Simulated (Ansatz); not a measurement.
An Ansatz (a quantum-chemistry and plane-wave program) input for C 2H (hh) (a stacking that need not occur in nature):

Ansatz 0.2 input:
```yaml
crystal:
  lattice:
    - [2.525466449, 0.0, 0.0]
    - [-1.262733224, 2.1871181, 0.0]
    - [0.0, 0.0, 4.124069339]
  atoms:
    - { symbol: C, position: [0.0, 0.0, 0.0] }
    - { symbol: C, position: [0.0, 0.0, 0.375] }
    - { symbol: C, position: [0.6666667, 1.3333333, 0.5] }
    - { symbol: C, position: [0.6666667, 1.3333333, 0.875] }
basis:
  ecutwfc: 420
  ecutrho_ratio: 4
  xc_grid: 2
kpoints:
  mp_grid: { grid: [9, 9, 5] }
  band_path: { path: [VBM, CBM], npoints: 4 }
hamiltonian:
  xc: pbe
  dispersion: none
  pseudopotentials: { kind: paw }
scf:
  n_extra_bands: 8
  occupations: { method: fermi_dirac, width: 0.01 }
output:
  forces: true
  stress: true
  eigenstates:
    kpoints:
      - [0, 0, 0]
      - [0.5, 0, 0]
      - [0.5, 0, 0.5]
    e_range: [-4.0, 6.0]
    localisation: true
relax:
  f_tol: 0.01
  max_steps: 60
  cell: { stress_tol: 0.03 }
```

These are PBE (plane waves to 420 eV, PAW; Ansatz) values and carry that method's errors. Spin–orbit coupling is left out. Its k-point mesh 9×9×5, Fermi–Dirac width 0.01 eV.

Q: Write the closing report of this run, without the band table and long remarks, to eight decimals at most.

A: 
```
SCF converged after 7 iterations
Free energy (F): -1003.132993 eV
Harris-Foulkes:  -1003.132993 eV  (|F-HF|=1.14e-13)
Internal energy: -1003.132993 eV  (E = F + TS)
E sigma→0 (E₀):  -1003.132993 eV
Fermi energy:    15.159094 eV
--- Per-component energies (eV) ---
  E_band       = 68.188064
  E_kinetic    = 368.248827
  E_local      = -247.586349  (includes V_loc(G=0)·N_el)
  E_nonlocal   = 106.559547
  E_hartree    = 54.589746
  E_xc         = -194.678985
  E_vxc        = -241.675055  (∫ρ·V_xc dr)
  E_paw        = -396.797271  (= ΣΔE_a)
  E_vpaw       = -26.538432  (= ΣTr[D̂ρ^β])
  E_aug_tail   = 0.000034  (compensation charges beyond the density's cutoff)
  E_ewald      = -693.468543
  E_smearing   = 0.000000  (= −TS)
  E_closure    = 0.000000  (closes the sum)
  Σ components = -1003.132993   (vs F -1003.132993, Δ=0.00e0)
--- Forces (eV/Å), atoms counted from 1 ---
  atom   1  C     0.00000000    0.00000000    -0.00001011
  atom   2  C      0.00000000     0.00000000     0.00001011
  atom   3  C      0.00000000     0.00000000    -0.00001011
  atom   4  C      0.00000000     0.00000000     0.00001011
  max |Σ_I F_I| component: 3.24e-17 eV/Å
--- Stress (GPa, compression-positive) ---
       -0.002015      0.000000      0.000000
        0.000000      -0.002015       0.000000
       0.000000       0.000000       0.007996
  P = ⅓ Tr σ = 0.0013 GPa (0.013 kbar)
--- Relaxed structure (7 steps of the walk, 7 accepted, 2 SCFs on fresh bases) ---
  F+E_penalty+E_count = -1003.13299305 eV   max|allowed force component| = 1.011e-5 eV/Å   (the final SCF, on the basis selected at the relaxed cell)
  cell:  # Å, volume = 22.8370 Å³
    - [2.51159430, 0.0, 0.0]
    - [-1.25579715, 2.17510447, 0.0]
    - [0.0, 0.0, 4.18031138]
  atoms:
    - { symbol: C, position: [0.0, 0.0, 0.00023034] }
    - { symbol: C, position: [0.0, 0.0, 0.37476966] }
    - { symbol: C, position: [0.66666667, 1.33333333, 0.50023034] }
    - { symbol: C, position: [0.66666667, 1.33333333, 0.87476966] }
```

Cost: about 5 core-seconds (a rough figure).
